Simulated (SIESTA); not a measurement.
Converging shifted k-point meshes: As (R-3m, 2 atoms in the cell)

```
As
1.0
    3.69877    -1.88940     0.00000
    3.69877     1.88940     0.00000
    2.73362     0.00000     3.12698
As
2
Direct
  0.23172   0.23172   0.23172
  0.77300   0.77300   0.77300
```

Method: GGA PBE, numerical atomic orbitals TZP, PseudoDojo PBE standard norm-conserving potentials (rewritten from UPF to PSML) (SIESTA).

Base settings: XC.functional = GGA; XC.authors = PBE; potentials = PseudoDojo PBE standard; PAO.BasisSize = TZP; PAO.EnergyShift = 0.01 Ry; MeshCutoff = 300 Ry; kgrid.MonkhorstPack = 5 5 5; OccupationFunction = FD; ElectronicTemperature = 100 meV; MaxSCFIterations = 150.

Only quantities that move along the ladder and can be compared are tabulated.

Core times come from one kind of shared machine, to one figure; runs under 30 s give none.

The starting cell has typed, rounded lattice constants, without a prior relaxation at this level. Its lattice was rescaled by up to half a per cent. One atom was moved a little off its site on purpose. Values carry the incompleteness of an atom-centred basis. In the base run, with a pressure of about 4 GPa the cell is away from its equilibrium volume at this level.

Steps (kgrid.MonkhorstPack): 2 2 2 shifted by 0.5 0.5 0.5; 4 4 4 shifted by 0.5 0.5 0.5; 6 6 6 shifted by 0.5 0.5 0.5; 8 8 8 shifted by 0.5 0.5 0.5; 10 10 10 shifted by 0.5 0.5 0.5; 12 12 12 shifted by 0.5 0.5 0.5; 15 15 15 shifted by 0.5 0.5 0.5; 18 18 18 shifted by 0.5 0.5 0.5; 23 23 23 shifted by 0.5 0.5 0.5; 25 25 25 shifted by 0.5 0.5 0.5.

Question: What is the coarsest kgrid.MonkhorstPack that holds the forces within 0.02 eV/Å of the last step, with all finer ones?

Answer: 8 8 8 shifted by 0.5 0.5 0.5; the step before is off by 0.078 eV/Å.

Question: What is the coarsest kgrid.MonkhorstPack that holds the free energy within 5 meV/atom of the last step, with all finer ones?

Answer: 10 10 10 shifted by 0.5 0.5 0.5, at about 0.1 of the last step's time; the step before is off by 7.5 meV/atom.

Question: What is the coarsest kgrid.MonkhorstPack that holds the pressure within 0.1 GPa of the last step, with all finer ones?

Answer: 8 8 8 shifted by 0.5 0.5 0.5; the step before is off by 0.16 GPa.

| kgrid.MonkhorstPack | free energy less the last step's (meV/atom) | pressure (GPa) | largest difference of a force vector from the last step's (eV/Å) | core time / last (rough) |
|---|---|---|---|---|
| 2 2 2 shifted by 0.5 0.5 0.5 | -57.99 | 7.44 | 0.340 | – |
| 4 4 4 shifted by 0.5 0.5 0.5 | -22.70 | 4.66 | 0.247 | – |
| 6 6 6 shifted by 0.5 0.5 0.5 | -16.12 | 4.16 | 0.078 | – |
| 8 8 8 shifted by 0.5 0.5 0.5 | -7.52 | 4.24 | 0.013 | – |
| 10 10 10 shifted by 0.5 0.5 0.5 | -2.94 | 4.27 | 0.008 | 0.1 |
| 12 12 12 shifted by 0.5 0.5 0.5 | -0.95 | 4.29 | 0.015 | 0.1 |
| 15 15 15 shifted by 0.5 0.5 0.5 | 0.09 | 4.32 | 0.008 | 0.2 |
| 18 18 18 shifted by 0.5 0.5 0.5 | 0.21 | 4.33 | 0.002 | 0.3 |
| 23 23 23 shifted by 0.5 0.5 0.5 | 0.03 | 4.32 | 0.000 | 1 |
| 25 25 25 shifted by 0.5 0.5 0.5 | 0.00 | 4.32 | 0.000 | 1 |
